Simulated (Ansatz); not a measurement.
# Pd: response to strain

Start from Pd in the fcc (Cu type) structure (space group Fm-3m, No. 225; a = 3.878 Å; relaxed with 0.1 eV smearing). Axes: x, y, z lie along the cube axes.

Strains are applied to the cell and any free atomic positions relax; under biaxial strain the out-of-plane vector relaxes too.

Calculations: Ansatz (a program for electronic structure) PBEsol, no SOC.

Notes on the quantities. in-plane stress: mean in-plane stress (compression positive).

| case | ratio −ε⊥/ε∥ | in-plane stress |
|---|---|---|
| biaxial strain −2.50 %, plane normal [001], relaxed out of plane | 1.46 | +5.1 GPa |
| biaxial strain −2.00 %, plane normal [001], relaxed out of plane | 1.46 | +3.9 GPa |
| biaxial strain −1.50 %, plane normal [001], relaxed out of plane | 1.46 | +2.8 GPa |
| biaxial strain −0.50 %, plane normal [001], relaxed out of plane | – | +0.9 GPa |
| biaxial strain +0.50 %, plane normal [001], relaxed out of plane | – | -0.8 GPa |
| biaxial strain +1.00 %, plane normal [001], relaxed out of plane | 1.47 | -1.5 GPa |
| biaxial strain +1.50 %, plane normal [001], relaxed out of plane | 1.47 | -2.1 GPa |
| biaxial strain +2.50 %, plane normal [001], relaxed out of plane | 1.49 | -3.1 GPa |
| biaxial strain +3.00 %, plane normal [001], relaxed out of plane | 1.49 | -3.5 GPa |

Stability against distortions was not tested. The final runs are not spin-polarised.
